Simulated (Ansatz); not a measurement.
LaBr3 (P6₃/m, No. 176) was calculated with LDA (Ansatz, an electronic-structure program, plane waves, PAW).

Settings: plane-wave cutoff 520 eV, 6×6×8 k mesh (along the axes of the cell as run), Fermi–Dirac smearing 0.01 eV, scalar-relativistic PAW data made under PBE.

The volume scan:

```
V (Å³/atom)  E − E_lowest (meV/atom)  P (GPa)
-----------  -----------------------  -------
27.887                          5.52    1.589
28.468                          1.32    0.746
29.048                          0.00   -0.001
29.629                          1.21   -0.655
30.210                          4.64   -1.227
```

Question: Estimate the bulk modulus from the pressures at 28.468 and 29.629 Å³/atom, and compare it with a fit to all energies.

Answer: B = −V dP/dV. Between V = 28.468 and 29.629 Å³/atom, dP/dV = (-0.655 − (0.746))/(29.629 − 28.468) = -1.21 GPa per Å³/atom; at the midpoint 29.049 Å³/atom this gives B ≈ 35.1 GPa. The third-order Birch–Murnaghan fit gives V0 = 29.049 Å³/atom, B0 = 34.8 GPa, B′ = 5.4, which lies within 1 % of that estimate.

Shape and atoms are relaxed at each volume.

Measured, for comparison: equilibrium volume per atom 30.98 Å³/atom (temperature not stated, no zero-point or thermal correction, from a published cell, temperature and pressure not stated; literature value). Computed less measured: equilibrium volume per atom -6.2 %.

Note: the volume lies 6 % below that of the published cell.

Spin–orbit coupling is not included.

The computed numbers hold no vibrational or temperature effects.
